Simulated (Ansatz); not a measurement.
SeS (Fm-3m, No. 225; start mp-2559): properties by level of theory

```
level (code)     lattice constant a (Å)  bulk modulus B0 (GPa)  cohesive energy (eV/atom)
---------------  ----------------------  ---------------------  -------------------------
LDA (Ansatz)                      5.307                   93.7                       3.49
PBE (Ansatz)                      5.422                   77.2                       2.46
PBEsol (Ansatz)                   5.337                   89.1                       2.94
```

Caveats: the bulk modulus is −V dP/dV from two relaxed cells at ±2 % in volume (LDA, PBE, PBEsol); the relaxation could not lower the start's symmetry, so the cell can be a saddle point above a distorted one (LDA, PBE, PBEsol). Ansatz's density-functional and Hartree–Fock values are scalar-relativistic unless marked +SOC, with PAW data made under PBE.

Static lattice: no zero-point or thermal effects.

A start named mp-… is a Materials Project structure, which can be a computed phase never made.

Ansatz is a first-principles code.
